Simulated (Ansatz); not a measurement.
The reference is AlRu in the CsCl type structure (space group Pm-3m, No. 221; a = 2.977 Å; relaxed with 0.1 eV smearing).

The values are results of PBEsol (Ansatz, a program for electronic structure; PAW; 420 eV plane waves; no SOC), not measurements.

For the base:

* **Pressure**: 0.0 GPa

Now apply this change: the cell is scaled by 1.0250 in all directions, atoms relaxed at fixed cell.

Task: What happens to the energy relative to the base and pressure?

Result: The energy grows by 47 meV/atom; the pressure goes from zero to -13.8 GPa.

The cells carry an imposed strain or load. Stability against distortions was not tested. All final runs are without spin polarisation.
